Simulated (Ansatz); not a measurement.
**Rh: energy against volume**

Rh (fcc, Fm-3m, 13.735 Å³/atom and stress up to 0.01 GPa in the relaxed cell, cube axes along x, y and z) under an equal strain ε along all three axes. r2SCAN in Ansatz, a plane-wave DFT program (PAW, default set), 500 eV, 30×30×30 Γ-centred mesh, Fermi-Dirac smearing 0.10 eV.

Here V stands for volume and E for E less E0.

```csv
volume (Å³/atom),E less E0 (meV/atom),pressure (GPa)
12.9269,44.80,19.83
13.1258,24.21,14.26
13.3267,10.14,9.12
13.5297,2.19,4.37
13.7346,0.00,0.00
13.9417,3.22,-4.03
14.1508,11.53,-7.73
14.3620,24.60,-11.13
14.5753,42.14,-14.24
15.0082,?,?
```

Q: Using the third-order Birch-Murnaghan form, a cubic in V^(-2/3), estimate the missing E at V = 15.0082 from the other rows, showing the fit.

A: With u = V^(-2/3) - 0.174, the rows have u = 0.007553, 0.005714, 0.003904, 0.002120, 0.000364, -0.001367, -0.003072, -0.004752, -0.006407. Least squares gives E = 0.239 - 975.18·u + 887700·u² + 2985891·u³. Residuals (row less fit): -0.001, 0.003, 0.001, 0.000, -0.002, -0.003, 0.004, 0.002, -0.001; standard error 0.003 (degrees of freedom: 5). Its minimum lies at u = 0.000548, so V0 = (0.174548)^(-3/2) = 13.71. There d²E/du² = 1785000 and d³E/du³ = 1.792e7, so B0 = (4/9) × 13.71^(-7/3) × 1785000 × 0.160218 = 282 GPa (the last factor turns the table's units into GPa), and B0' = 4 + (2/3) × 0.174548 × (1.792e7)/1785000 = 5.2. B0' rests on the cubic coefficient alone and has a standard error of 0.1 from these residuals. At the withheld row, u = -0.009646, so E = 0.239 - 975.18 × (-0.009646) + 887700 × (-0.009646)² + 2985891 × (-0.009646)³ = 89.562 meV/atom. The calculation gives 89.50 meV/atom, 0.062 meV/atom below the prediction (0.1 % of the range of E in the table). The row lies outside the fitted rows, so this is an extrapolation. The scatter of the fitted rows lies at the last printed digit.

In a metal these values are sensitive to mesh and smearing; energies are taken to zero smearing, stresses follow the free energy. The runs aren't spin-polarised. Other structures, which can take over under pressure, weren't tried. The same form fitted to the pressure column gives B0' = 5.2; series where the two differ by over 0.4 aren't shown. Rows are the converged runs of the series near zero and its far end, less any whose ions stayed unrelaxed beside relaxed ones; series whose fitted rows scatter by over a few per cent of the range, as at a crossing or softening among them, aren't shown in this form.
